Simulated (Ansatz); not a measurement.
**Response to strain in LiF**

Start from LiF in the rock salt structure (space group Fm-3m, No. 225; a = 4.008 Å). Axes: x, y, z lie along the cube axes.

Strains are applied to the cell and any free atomic positions relax.

Level of theory: PBEsol in Ansatz (plane waves to 420 eV, PAW, no SOC).

Notes on the quantities. energy relative to the base: free energy F.

| variant | band gap | energy relative to the base | volume per atom | electron mass |
|---|---|---|---|---|
| base | 9.05 eV | 0 meV/atom | 8.05 Å³ | 0.88 mₑ (at Γ) |
| tensor shear ε_xy = +1.71 % | 8.95 eV | (withheld) | 8.04 Å³ | 0.89 mₑ (at Γ) |
| tensor shear ε_xy = +0.29 % | 9.03 eV | 0.0 meV/atom | 8.05 Å³ | 0.88 mₑ (at Γ) |
| tensor shear ε_xy = +0.57 % | 9.02 eV | +0.2 meV/atom | 8.05 Å³ | 0.88 mₑ (at Γ) |
| tensor shear ε_xy = +1.43 % | 8.97 eV | +1.3 meV/atom | 8.05 Å³ | 0.88 mₑ (at Γ) |
| tensor shear ε_xy = +0.86 % | 9.00 eV | +0.4 meV/atom | 8.05 Å³ | 0.88 mₑ (at Γ) |
| tensor shear ε_xy = +1.14 % | (withheld) | (withheld) | 8.05 Å³ | 0.88 mₑ (at Γ) |
| tensor shear ε_xy = +2.00 % | (withheld) | +2.5 meV/atom | 8.04 Å³ | – |

Q: Some entries are withheld; estimate them.

A: 
- tensor shear ε_xy = +1.71 %, energy relative to the base: +1.8 meV/atom
- tensor shear ε_xy = +1.14 %, band gap: 8.99 eV
- tensor shear ε_xy = +1.14 %, energy relative to the base: +0.8 meV/atom
- tensor shear ε_xy = +2.00 %, band gap: 8.93 eV

Effective masses come from finite differences of ±0.01 Å⁻¹. Whether these cells are dynamically stable was not tested.

Ansatz is a program for electronic structure.
